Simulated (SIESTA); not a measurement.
# Worked example: self-consistent single point of Cs₂LiMoF₆ (Fm-3m, 10 atoms in the cell) in SIESTA

Computed with SIESTA with LDA PW92, numerical atomic orbitals DZP, PseudoDojo LDA standard norm-conserving potentials (rewritten from UPF to PSML).

This input was run:

```
# files in the folder: Cs.psml Li.psml Mo.psml F.psml (PseudoDojo LDA standard)
SystemName  Cs2LiMoF6
SystemLabel siesta

NumberOfAtoms                10
NumberOfSpecies              4
%block ChemicalSpeciesLabel
  1 55 Cs
  2 3 Li
  3 42 Mo
  4 9 F
%endblock ChemicalSpeciesLabel
LatticeConstant              6.221090 Ang
%block LatticeVectors
     0.000000000    0.707106793    0.707106793
     0.707106793    0.000000000    0.707106793
     0.707106793    0.707106793    0.000000000
%endblock LatticeVectors
AtomicCoordinatesFormat      Fractional
%block AtomicCoordinatesAndAtomicSpecies
     0.250000000    0.250000000    0.250000000  1
     0.750000000    0.750000000    0.750000000  1
     0.500000000    0.500000000    0.500000000  2
     0.000000000    0.000000000    0.000000000  3
     0.238950000    0.238950000    0.761050000  4
     0.761050000    0.761050000    0.238950000  4
     0.761050000    0.238950000    0.238950000  4
     0.238950000    0.761050000    0.761050000  4
     0.238950000    0.761050000    0.238950000  4
     0.761050000    0.238950000    0.761050000  4
%endblock AtomicCoordinatesAndAtomicSpecies

XC.functional                LDA
XC.authors                   PW92
PAO.BasisSize                DZP
PAO.EnergyShift              0.01 Ry
PAO.Polarization.NonPerturbative true
MeshCutoff                   400 Ry
%block kgrid.MonkhorstPack
    5   0   0  0.5
    0   5   0  0.5
    0   0   5  0.5
%endblock kgrid.MonkhorstPack
OccupationFunction           MP
OccupationMPOrder            0
ElectronicTemperature        0.05 eV
Spin                         polarized
%block DM.InitSpin
  1 +0.00
  2 +0.00
  3 +0.00
  4 +2.00
  5 +0.00
  6 +0.00
  7 +0.00
  8 +0.00
  9 +0.00
  10 +0.00
%endblock DM.InitSpin

MaxSCFIterations             150
SCF.Mixer.Method             Pulay
SCF.Mixer.Weight             0.1
SCF.Mixer.History            8
SCF.DM.Tolerance             1.0E-05
Diag.ParallelOverK           true
WriteForces                  true
Charge.Mulliken              end
```

Output (repeated stretches shortened):

```
reinit: Reading from file input.fdf

reinit: System Name: Cs2LiMoF6
reinit: System Label: siesta

NOTE on units for spin output:
{S} is the spin magnetic moment, in units of the Bohr magneton,
assuming a g-factor for the electron spin of exactly 2.
The spin magnetic moment is then numerically equal to the charge inbalance,
in units of electrons, between the spin-up and -down channels.

coor:   Atomic-coordinates input format  =     Fractional

siesta: Atomic coordinates (Bohr) and species
siesta:      4.15643   4.15643   4.15643  1        1
siesta:     12.46929  12.46929  12.46929  1        2
siesta:      8.31286   8.31286   8.31286  2        3
siesta:      0.00000   0.00000   0.00000  3        4
siesta:      8.31286   8.31286   3.97271  4        5
siesta:      8.31286   8.31286  12.65300  4        6
siesta:      3.97271   8.31286   8.31286  4        7
siesta:     12.65300   8.31286   8.31286  4        8
siesta:      8.31286   3.97271   8.31286  4        9
siesta:      8.31286  12.65300   8.31286  4       10

siesta: System type = bulk

initatomlists: Number of atoms, orbitals, and projectors:     10   121   140

siesta: ******************** Simulation parameters ****************************
redata: Spin configuration                          = collinear
redata: Time-Reversal Symmetry                      = T
redata: Number of Atomic Species                    =        4
redata: Mesh Cutoff                                 =   400.0000 Ry
redata: Net charge of the system                    =     0.0000 |e|
redata: Min. number of SCF Iter                     =        0
redata: Max. number of SCF Iter                     =      150
redata: SCF convergence failure will abort job
redata: SCF mix quantity                            = Hamiltonian
redata: Mix DM or H after convergence               =   F
redata: Recompute H after scf cycle                 =   F
redata: Mix DM in first SCF step                    =   T
   [... lines left out ...]
diag: Used triangular part                          = Lower
diag: Absolute tolerance                            =  0.100E-15
diag: Orthogonalization factor                      =  0.100E-05
diag: Memory factor                                 =  1.0000

superc: Internal auxiliary supercell:     5 x     5 x     5  =     125
superc: Number of atoms, orbitals, and projectors:   1250  15125  17500

                        Single-point calculation

superc: Internal auxiliary supercell:     5 x     5 x     5  =     125
superc: Number of atoms, orbitals, and projectors:   1250  15125  17500

outcell: Unit cell vectors (Ang):
        0.000000    4.398975    4.398975
        4.398975    0.000000    4.398975
        4.398975    4.398975    0.000000

outcell: Cell vector modules (Ang)   :    6.221090    6.221090    6.221090
outcell: Cell angles (23,13,12) (deg):     60.0000     60.0000     60.0000
outcell: Cell volume (Ang**3)        :    170.2490
new_DM -- step:     1
Initializing Density Matrix...

Attempting to read DM from file... Failed...
DM filled with atomic data (user-defined):

InitMesh: MESH = 64 x 64 x 64 = 262144
InitMesh: Mesh cutoff (required, used) =   400.000   438.753 Ry

stepf: Methfessel-Paxton step function
       Using Hermite-Gauss polynomials of order  0
        iscf     Eharris(eV)        E_KS(eV)     FreeEng(eV)     dDmax    Ef(eV) dHmax(eV)
   scf:    1    -7372.620661    -7389.283929    -7389.297780  0.570650 -1.708303 19.399698
     spin moment: {S} , |S| = {        0.0        0.0    2.67347 }     2.67347
   scf:    2    -7404.370704    -7397.540129    -7397.540217  0.121347 -2.694707 11.843033
     spin moment: {S} , |S| = {        0.0        0.0    3.00000 }     3.00000
   scf:    3    -7404.433453    -7401.854024    -7401.854024  0.279211 -3.777622  3.630495
     spin moment: {S} , |S| = {        0.0        0.0    3.00000 }     3.00000
   scf:    4    -7402.286839    -7402.179515    -7402.179515  0.080867 -4.240240  0.909563
     spin moment: {S} , |S| = {        0.0        0.0    3.00000 }     3.00000
   scf:    5    -7401.972053    -7402.158296    -7402.158296  0.036691 -4.320367  1.325467
     spin moment: {S} , |S| = {        0.0        0.0    3.00000 }     3.00000
   scf:    6    -7402.339521    -7402.271334    -7402.271334  0.023237 -4.654604  0.392834
   [... lines left out ...]
   scf:    9    -7402.295219    -7402.286770    -7402.286770  0.016010 -4.631507  0.043772
     spin moment: {S} , |S| = {        0.0        0.0    3.00000 }     3.00000
   scf:   10    -7402.286729    -7402.286754    -7402.286754  0.000688 -4.625999  0.058540
     spin moment: {S} , |S| = {        0.0        0.0    3.00000 }     3.00000
   scf:   11    -7402.286908    -7402.286872    -7402.286872  0.001093 -4.643318  0.000342
     spin moment: {S} , |S| = {        0.0        0.0    3.00000 }     3.00000
   scf:   12    -7402.286870    -7402.286871    -7402.286871  0.000064 -4.642400  0.003734
     spin moment: {S} , |S| = {        0.0        0.0    3.00000 }     3.00000
   scf:   13    -7402.286872    -7402.286872    -7402.286872  0.000078 -4.643573  0.000063
     spin moment: {S} , |S| = {        0.0        0.0    3.00000 }     3.00000
   scf:   14    -7402.286872    -7402.286872    -7402.286872  0.000002 -4.643545  0.000160
     spin moment: {S} , |S| = {        0.0        0.0    3.00000 }     3.00000
SCF Convergence by DM+H criterion
max |DM_out - DM_in|         :     0.0000020840
max |H_out - H_in|      (eV) :     0.0001599653
SCF cycle converged after 14 iterations

Using DM_out to compute the final energy and forces

siesta: E_KS(eV) =            -7402.2869

siesta: E_KS - E_eggbox =     -7402.2869

siesta: Atomic forces (eV/Ang):
     1   -0.000013   -0.000013   -0.000013
     2    0.000013    0.000013    0.000013
     3    0.000000    0.000000    0.000000
     4   -0.000000   -0.000000   -0.000000
     5    0.000006    0.000006   -0.371266
     6   -0.000006   -0.000006    0.371266
     7   -0.371266    0.000006    0.000006
     8    0.371266   -0.000006   -0.000006
     9    0.000006   -0.371266    0.000006
    10   -0.000006    0.371266   -0.000006
   Tot   -0.000000   -0.000000   -0.000000
   Max    0.371266
   Res    0.166035    sqrt( Sum f_i^2 / 3N )
   Max    0.371266    constrained

Stress tensor Voigt[x,y,z,yz,xz,xy] (kbar):       70.89       70.89       70.89        0.01        0.01        0.01
(Free)E + p*V (eV/cell)    -7409.8200
Target enthalpy (eV/cell)    -7402.2869

siesta: Program's energy decomposition (eV):
siesta: Ebs     =     -1474.512839
siesta: Eions   =     12075.240237
siesta: Ena     =      2665.567478
siesta: Ekin    =      3675.531911
siesta: Enl     =      -153.747073
siesta: Eso     =         0.000000
siesta: Edftu   =         0.000000
siesta: DEna    =        62.266552
siesta: DUscf   =         3.514711
siesta: DUext   =         0.000000
siesta: Ex      =     -1421.536859
siesta: Ec      =      -158.643355
siesta: Exc     =     -1580.180213
siesta: Eharris =     -7402.286872
siesta: Etot    =     -7402.286872
siesta: FreeEng =     -7402.286872

siesta: Atomic forces (eV/Ang):
siesta:      1   -0.000013   -0.000013   -0.000013
siesta:      2    0.000013    0.000013    0.000013
siesta:      3    0.000000    0.000000    0.000000
siesta:      4   -0.000000   -0.000000   -0.000000
siesta:      5    0.000006    0.000006   -0.371266
siesta:      6   -0.000006   -0.000006    0.371266
siesta:      7   -0.371266    0.000006    0.000006
siesta:      8    0.371266   -0.000006   -0.000006
   [... lines left out ...]
siesta: Cell volume =        170.248964 Ang**3
siesta:         -70.89258167        -86.94206078  kBar
   [... lines left out ...]

Species: Mo
Atom  Qatom  Qorb
               4s      5s      5s      4py     4pz     4px     5py     5pz
               5px     4dxy    4dyz    4dz2    4dxz    4dx2-y2 4dxy    4dyz
               4dz2    4dxz    4dx2-y2
   4  5.375   0.978   0.224  -0.023   0.990   0.990   0.990   0.127   0.127
              0.127   0.173   0.173   0.185   0.173   0.185  -0.036  -0.036

              0.032  -0.036   0.032

Species: F
Atom  Qatom  Qorb
               2s      2s      2py     2pz     2px     2py     2pz     2px
               3dxy    3dyz    3dz2    3dxz    3dx2-y2
   5  3.653   0.908   0.021   1.003   0.921   1.003  -0.080  -0.050  -0.080
              0.002   0.001   0.003   0.001   0.001
   6  3.653   0.908   0.021   1.003   0.921   1.003  -0.080  -0.050  -0.080
   [... 9 lines left out ...]

mulliken: Qtot =       37.000

Mulliken Atomic Populations:
Atom #   charge [q] valence [e]      Sz [e]  Species
     1     0.728175    8.271825   -0.006806  Cs
     2     0.728176    8.271824   -0.006806  Cs
     3     0.143905    2.856095   -0.004828  Li
     4     0.479740   13.520260    2.770490  Mo
     5    -0.346666    7.346666    0.041325  F
     6    -0.346666    7.346666    0.041325  F
     7    -0.346666    7.346666    0.041325  F
     8    -0.346666    7.346666    0.041325  F
     9    -0.346666    7.346666    0.041325  F
    10    -0.346666    7.346666    0.041325  F
 Total     0.000000                3.000000
```

The run converged in 14 iterations.

The starting cell comes from a database of computed structures (which also holds hypothetical and non-ambient phases and stackings), without a prior relaxation at this level. With one magnetic atom in the cell only a parallel order is possible. Values carry the incompleteness of an atom-centred basis. With a pressure of about -7 GPa the cell is away from its equilibrium volume at this level.

Cost on one core of a shared machine: roughly 2 min.
